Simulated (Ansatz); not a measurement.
## Nb3Si (Pm-3n, No. 223, 8 atoms in the cell; start mp-10229)

Level of theory: LDA (Ansatz, an electronic-structure program, plane waves, PAW).

Numerical settings: plane-wave cutoff 500 eV, 8×8×8 k mesh, Fermi–Dirac smearing 0.05 eV, no spin polarisation, scalar-relativistic PAW data made under PBE.

Cell (relaxed at this level):

```cif
data_Nb6Si2
_chemical_formula_sum 'Nb6 Si2'
_space_group_name_H-M_alt 'P 1'
_space_group_IT_number 1
_cell_length_a 5.02887
_cell_length_b 5.02887
_cell_length_c 5.02887
_cell_angle_alpha 90.000
_cell_angle_beta 90.000
_cell_angle_gamma 90.000
loop_
_space_group_symop_operation_xyz
  'x, y, z'
loop_
_atom_site_label
_atom_site_type_symbol
_atom_site_fract_x
_atom_site_fract_y
_atom_site_fract_z
_atom_site_occupancy
Nb1 Nb 0.00000 0.50000 0.75000 1
Nb2 Nb 0.00000 0.50000 0.25000 1
Nb3 Nb 0.75000 0.00000 0.50000 1
Nb4 Nb 0.25000 0.00000 0.50000 1
Nb5 Nb 0.50000 0.75000 0.00000 1
Nb6 Nb 0.50000 0.25000 0.00000 1
Si1 Si 0.50000 0.50000 0.50000 1
Si2 Si 0.00000 0.00000 0.00000 1
```

```json
{
 "band_gap": "none"
}
```

Note: the relaxation could not lower the start's symmetry, so the cell can be a saddle point above a distorted one.

Spin–orbit coupling is not included.

Computed values are for the static lattice.

A start named mp-… is a Materials Project structure, which need not be a measured phase.
